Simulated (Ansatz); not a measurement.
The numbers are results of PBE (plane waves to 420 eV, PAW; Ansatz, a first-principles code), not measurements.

Planar average of the electrostatic potential across the slab, in eV from the Fermi level, for a constructed model of the (000-1) surface of 4H silicon carbide, C-terminated, (√3x√3)R30° Ag adatom at T4 (bottom of the slab: 3 H on 3 bottom sites):

```csv
z (Å),V (eV)
3.79,5.64
4.08,5.64
4.38,5.64
4.67,5.64
4.96,5.64
5.25,5.64
5.54,5.64
5.83,5.63
6.12,5.63
6.42,5.61
6.71,5.58
7.00,5.49
7.29,5.28
7.58,4.75
7.88,3.08
8.17,1.66
8.46,2.26
8.75,0.38
9.04,-4.78
9.33,-10.49
9.62,-13.75
9.92,-15.29
10.21,-13.13
10.50,-6.90
10.79,-0.82
11.08,0.91
11.38,-1.45
11.67,-7.09
11.96,-12.01
12.25,-14.63
12.54,-15.25
12.83,-11.35
13.12,-4.66
13.42,0.33
13.71,0.51
14.00,-3.05
14.29,-8.95
14.58,-13.19
14.88,-15.38
15.17,-14.60
15.46,-9.18
15.75,-2.61
16.04,0.95
16.33,0.10
16.62,-3.90
16.92,-9.44
17.21,-14.03
17.50,-16.80
17.79,-14.19
18.08,-6.55
18.38,0.04
18.67,2.06
18.96,1.49
19.25,0.38
19.54,-0.21
19.83,0.11
20.12,1.24
20.42,2.60
20.71,3.36
21.00,3.63
21.29,3.75
21.58,3.81
21.88,3.84
22.17,3.85
22.46,3.86
22.75,3.86
23.04,3.86
23.33,3.87
23.62,3.87
23.92,3.87
```

Set-up: 28 atoms, 11.7 Å thick at the start with caps and adatoms (thin: gaps and levels are the slab's own); mesh 6x6x1; 0.025 eV smearing; dipole correction on; 6 atoms held, the rest relaxed; start symmetry kept, larger cells not searched; no spin (no spin-polarised run to compare, though such a face may carry moments), no spin-orbit, no U. The slab shows no gap on its mesh. In PBE it lies 0.04 eV a 1x1 cell over the lowest computed structure of the same composition ((√3x√3)R30° Ag adatom at H3).

Problem. The surface cell has an area of 24.87 Å². What dipole along the normal does the step between the two vacuum levels imply?

Solution. the top vacuum level lies 1.77 eV below the bottom one; p = −ε₀ A ΔV (ε₀ = 0.005526 e/(V·Å)) gives 0.24 e·Å a cell.
